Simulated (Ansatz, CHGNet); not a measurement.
GeRh (model structure, started from the CoSn type, P6/mmm, No. 191, 6 atoms in the cell): equilibrium lattice constant a by level of theory

No measured value is used here.

| level (code) | value (Å) |
|---|---|
| CHGNet-r²SCAN | 5.517 |
| LDA (Ansatz) | 5.311 |
| PBEsol (Ansatz) | 5.346 |
| r²SCAN (Ansatz) | 5.374 |
| r²SCAN+rVV10 (Ansatz) | 5.359 |

The crystal itself was run without spin with LDA, PBEsol, r²SCAN, r²SCAN+rVV10; a magnetic state was not tried in these runs. LDA, PBEsol, r²SCAN, r²SCAN+rVV10: the run has no spin polarisation, so it can have missed a magnetic state. Cutoffs differ between the levels. Ansatz's density-functional and Hartree–Fock values are scalar-relativistic unless marked +SOC, with PAW data made under PBE.

Machine-learned potentials (CHGNet-r²SCAN) are trained on DFT data: a solid inside that data is no test of them.

A model structure was made by putting elements into a prototype or built by hand; it is no filed structure, need not be a known phase, and can be a saddle point held by its symmetry.

Ansatz is a first-principles code.
